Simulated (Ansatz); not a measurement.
Subject: the formation energy of O_i in Ti (hcp, P6₃/mmc). Reaction: 1/2 TiO2 (rutile) + 107/2 Ti (hcp) → cell A.

Cell A: a supercell of 54 sites of Ti (hcp, P6₃/mmc) with O off the lattice sites (6 Ti at 2.08 Å); spin state with PBE: run without spin, k-point mesh 5×5×3.
```xyz
55
Lattice="8.8187 0.0000 0.0000 -4.4094 7.6372 0.0000 0.0000 0.0000 13.9609" Properties=species:S:1:pos:R:3 pbc="T T T"
Ti     0.0022    -0.0013    -0.0097
Ti    -0.0130     1.6896     2.3034
Ti    -0.0045     0.0026     4.6649
Ti    -0.0074     1.6929     6.9911
Ti     0.0009    -0.0005     9.3105
Ti     0.0006     1.6975    11.6263
Ti    -1.4698     2.5483    -0.0097
Ti    -1.4698     4.2481     2.3156
Ti    -1.4698     2.5405     4.6649
Ti    -1.4698     4.2403     6.9902
Ti    -1.4698     2.5468     9.3105
Ti    -1.4698     4.2418    11.6309
Ti     5.8865     5.0958    -0.0106
Ti    -2.9351     6.7861     2.3156
Ti     5.8922     5.0990     4.6770
Ti    -2.9418     6.7900     6.9902
Ti     5.8785     5.0911     9.3151
Ti    -2.9405     6.7892    11.6309
Ti     2.9396    -0.0085    -0.0106
Ti     2.9396     1.6931     2.2890
Ti     2.9396    -0.0151     4.6770
Ti     2.9396     1.6853     6.9819
Ti     2.9396     0.0007     9.3151
Ti     2.9396     1.6985    11.6301
Ti     1.4595     2.5398    -0.0015
Ti     1.4663     4.2449     2.2890
Ti     1.4663     2.5437     4.6915
Ti     1.4595     4.2488     6.9819
Ti     1.4709     2.5464     9.3113
Ti     1.4709     4.2423    11.6301
Ti    -0.0074     5.0958    -0.0106
Ti    -0.0045     6.7861     2.3156
Ti    -0.0130     5.0990     4.6770
Ti     0.0022     6.7900     6.9902
Ti     0.0006     5.0911     9.3151
Ti     0.0009     6.7892    11.6309
Ti     5.8769    -0.0013    -0.0097
Ti     5.8922     1.6896     2.3034
Ti     5.8837     0.0026     4.6649
Ti     5.8865     1.6929     6.9911
Ti     5.8782    -0.0005     9.3105
Ti     5.8785     1.6975    11.6263
Ti     4.4196     2.5398    -0.0015
Ti     4.4129     4.2449     2.2890
Ti     4.4129     2.5437     4.6915
Ti     4.4196     4.2488     6.9819
Ti     4.4082     2.5464     9.3113
Ti     4.4082     4.2423    11.6301
Ti     2.9396     5.1034    -0.0015
Ti     2.9396     6.8037     2.3034
Ti     2.9396     5.0956     4.6915
Ti     2.9396     6.7972     6.9911
Ti     2.9396     5.0902     9.3113
Ti     2.9396     6.7879    11.6263
O      2.9396     3.3943     3.4902
```

Reference: TiO2 (rutile, P4₂/mnm), 6 atoms in the cell; spin state with PBE: run without spin, k-point mesh 12×8×8 on the run's own vectors. Conventional cell: a = 4.6436 Å, b = 4.6436 Å, c = 2.9637 Å, α = 90.00°, β = 90.00°, γ = 90.00°.

Reference: Ti (hcp, P6₃/mmc), 54 atoms in the cell, the relaxed perfect crystal repeated, atoms not moved again; spin state with PBE: run without spin, k-point mesh 5×5×3 on the run's own vectors.

All numbers come from Ansatz (a first-principles code), plane waves with PAW, its PAW set soft_1, cutoff 420 eV, 500 eV for r2SCAN. The structures are at rest with PBE, within the held lattices; other levels are single points on them. Neutral cells; Fermi-Dirac smearing of at most 0.10 eV in the solids, energies taken to zero width. The lattices are those relaxed with PBE, so at other levels the solids can be strained, which adds to the spread. Larger cells are relaxed from a start prepared with the learned potential CHGNet, on a coarser mesh till forces fall under 0.03 eV/Å, which some starts already meet. A dispersion term (D3(BJ), or D4 for r2SCAN) was computed beside these levels and is taken off wherever the name lacks it. Space groups of crystals are read within 0.01 Å. Nuclei at rest; no vibrational terms. The structures are the rest points that the relaxations reached, not proven lowest. No correction for cell size. Mesh and cell size may move defect energies by 0.1 eV or more. Cell A has symmetry P-3m1 within 0.02 Å and got no random move, so less symmetric positions, which may lie lower, weren't tried.

Give the value at the level r2SCAN.

-1.14 eV, for 1/2 TiO2 (rutile) + 107/2 Ti (hcp) → cell A.

How does the value move with the functional?


```csv
Method,value (eV),less r2SCAN
PBE,-1.01,0.13
```

The levels shown span 0.13 eV, from r2SCAN (-1.14) to PBE (-1.01).
